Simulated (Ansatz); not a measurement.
Base system: SnSe$_{2}$ in the CdI2 type structure (space group P-3m1, No. 164; layered, stacked along the Cartesian z axis).

```xyz
3
Lattice="3.7936 0.0000 0.0000 -1.8968 3.2854 0.0000 0.0000 0.0000 5.7438" Properties=species:S:1:pos:R:3 pbc="T T T"
Sn     0.0000     0.0000     0.0000
Se     0.0000     2.1903     1.5854
Se     1.8968     1.0951     4.1584
```

Cartesian axes are those of the cell as printed.

Level of theory: DFT with PBEsol-D3(BJ), PAW potentials and a 420 eV plane-wave cutoff in Ansatz (a program for electronic structure), scalar-relativistic without spin-orbit coupling.

Before the change:

Band gap: zero
Shortest interatomic distance: 2.704 Å
Smallest direct gap: 0.68 eV
Gap character: absent

One thing is altered: uniaxial strain ε_zz = +2.00 %, all other strain components held at zero; the atoms relax in the strained cell.

Question: What happens to the band gap, shortest interatomic distance, energy relative to the base, smallest direct gap and gap character?

Answer: The band gap goes from zero to 0.16 eV; the shortest interatomic distance hardly moves (2.704 Å against 2.706 Å); the energy rises by 1.2 meV/atom; the smallest direct gap goes up by 0.11 eV, from 0.68 eV to 0.79 eV; the gap character becomes indirect, K–Γ (79 % along) → k = (0, 0.400, 1/3) in the run's primitive reciprocal basis (base: absent).

Whether these cells are dynamically stable was not tested. The final runs are not spin-polarised. Gaps under 0.05 eV, about the width of the smearing, are given as zero. A zero or small gap of SnSe2 can be the functional's error rather than a property of the material.
